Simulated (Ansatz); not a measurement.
B2O3 (model structure, started from the corundum type, R-3c, No. 167, 10 atoms in the cell) was calculated with PBEsol (Ansatz, a first-principles code, plane waves, PAW).

Run with plane-wave cutoff 520 eV, 10×10×10 k mesh, Fermi–Dirac smearing 0.01 eV, scalar-relativistic PAW data made under PBE.

Cell (relaxed with PBEsol):

```cif
data_B4O6
_chemical_formula_sum 'B4 O6'
_space_group_name_H-M_alt 'P 1'
_space_group_IT_number 1
_cell_length_a 7.03607
_cell_length_b 7.03607
_cell_length_c 7.03607
_cell_angle_alpha 36.226
_cell_angle_beta 36.226
_cell_angle_gamma 36.226
loop_
_space_group_symop_operation_xyz
  'x, y, z'
loop_
_atom_site_label
_atom_site_type_symbol
_atom_site_fract_x
_atom_site_fract_y
_atom_site_fract_z
_atom_site_occupancy
B1 B 0.41603 0.41603 0.41603 1
B2 B 0.08397 0.08397 0.08397 1
B3 B 0.58397 0.58397 0.58397 1
B4 B 0.91603 0.91603 0.91603 1
O1 O 0.62830 0.87170 0.25000 1
O2 O 0.25000 0.62830 0.87170 1
O3 O 0.87170 0.25000 0.62830 1
O4 O 0.37170 0.12830 0.75000 1
O5 O 0.75000 0.37170 0.12830 1
O6 O 0.12830 0.75000 0.37170 1
```

Task: Estimate the band gap and smallest direct gap on the k points sampled that the calculation returns.

Result: 
band gap: 4.75 eV (indirect)
smallest direct gap on the k points sampled: 5.25 eV

Note: the relaxation could raise the start's symmetry but not lower it, so the cell can be a saddle point; the cell has widely spaced layers and the level no dispersion term, so their spacing and the moduli can rest on weak binding.

The computed numbers hold no vibrational or temperature effects.

It cost around 40 core-seconds (rough) of CPU time.

A model structure was made by putting elements into a prototype or built by hand; it is no filed structure, need not be a known phase, and can be a saddle point held by its symmetry.
